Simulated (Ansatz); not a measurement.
**What each level gives and costs: PbIBr (Pnma, 12 atoms in the cell)**

Cell: a = 9.0916 Å, b = 4.5862 Å, c = 11.0427 Å, α = 90.00°, β = 90.00°, γ = 90.00°.

Program: Ansatz (an electronic-structure program), default PAW files; each row names its functional.

Base settings: basis.ecutwfc = 420 eV; kpoints.mp_grid.grid = 2 3 1; hamiltonian.xc = pbe0; hamiltonian.pseudopotentials = {kind: paw}, with the files named one by one; scf.occupations.method = gaussian; scf.occupations.width = 0.05 eV.

Differences are taken from PBE0, a reference of convenience: it is no measurement, and no ranking of the functionals follows. Where a row names another cutoff or potentials, its difference holds that change too.

Core times come from one kind of shared machine and are given to one figure; runs under 30 s give none.

The starting cell comes from a database of computed structures (which also holds hypothetical and non-ambient phases and stackings), without a prior relaxation at this level. Its lattice was rescaled by a random factor within 2.5 % of one. Spin-orbit coupling is off. Ansatz's pressure includes its estimate of the finite-basis (Pulay) stress.

| level | gap on the mesh less reference (eV) | pressure less reference (GPa) | core time / reference (rough) |
|---|---|---|---|
| PBEsol (hamiltonian.pseudopotentials: {kind: paw}, with the files named one by one → {kind: paw} (the program's default PAW files)) | -1.601 | -1.10 | – |
| HSE06 | -0.687 | 0.07 | 1 |
| PBE0 | 0.000 | 0.00 | 1 |

PBEsol (hamiltonian.pseudopotentials: {kind: paw}, with the files named one by one → {kind: paw} (the program's default PAW files)) ran in under 30 s, against roughly 300 s for PBE0.

Keys are those of Ansatz 0.2.
